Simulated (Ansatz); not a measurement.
## Ti, response to strain

The parent structure is Ti in the hcp (Mg type) structure (space group P6_3/mmc, No. 194; a = 2.902 Å, c = 4.593 Å; relaxed with 0.1 eV smearing). Axes: x lies along a and z along c of the hexagonal cell.

Strains are applied to the cell and any free atomic positions relax.

All numbers come from Ansatz (a first-principles code), PBEsol, PAW, cutoff 420 eV, scalar-relativistic without spin-orbit coupling.

Notes on the quantities. energy relative to the base: free energy F; pressure: mean of the normal stresses, compression positive.

```json
[
 {"variant": "base", "energy relative to the base": "0 meV/atom", "volume per atom": "16.74 Å³", "pressure": "0.0 GPa"},
 {"variant": "uniaxial strain ε_xx = −2.50 %", "energy relative to the base": "+5.8 meV/atom", "volume per atom": "16.33 Å³", "pressure": "3.1 GPa"},
 {"variant": "uniaxial strain ε_xx = −1.50 %", "energy relative to the base": "+2.0 meV/atom", "volume per atom": "16.49 Å³", "pressure": "1.8 GPa"},
 {"variant": "uniaxial strain ε_xx = −1.00 %", "energy relative to the base": "+0.9 meV/atom", "volume per atom": "16.58 Å³", "pressure": "1.2 GPa"},
 {"variant": "uniaxial strain ε_xx = −0.50 %", "energy relative to the base": "+0.2 meV/atom", "volume per atom": "16.66 Å³", "pressure": "0.6 GPa"},
 {"variant": "uniaxial strain ε_xx = +0.50 %", "energy relative to the base": "+0.2 meV/atom", "volume per atom": "16.83 Å³", "pressure": "-0.6 GPa"},
 {"variant": "uniaxial strain ε_xx = +1.00 %", "energy relative to the base": "+0.9 meV/atom", "volume per atom": "16.91 Å³", "pressure": "-1.2 GPa"},
 {"variant": "uniaxial strain ε_xx = +1.50 %", "energy relative to the base": "+1.9 meV/atom", "volume per atom": "17.00 Å³", "pressure": "-1.7 GPa"},
 {"variant": "uniaxial strain ε_xx = +2.50 %", "energy relative to the base": "+5.2 meV/atom", "volume per atom": "17.16 Å³", "pressure": "-2.8 GPa"},
 {"variant": "uniaxial strain ε_xx = +3.00 %", "energy relative to the base": "(withheld)", "volume per atom": "17.25 Å³", "pressure": "(withheld)"}
]
```

**Question.** Some entries are withheld; estimate them.

**Answer.** 
- uniaxial strain ε_xx = +3.00 %, energy relative to the base: +7.4 meV/atom
- uniaxial strain ε_xx = +3.00 %, pressure: -3.3 GPa

No phonon test of stability was made. The final runs are not spin-polarised.
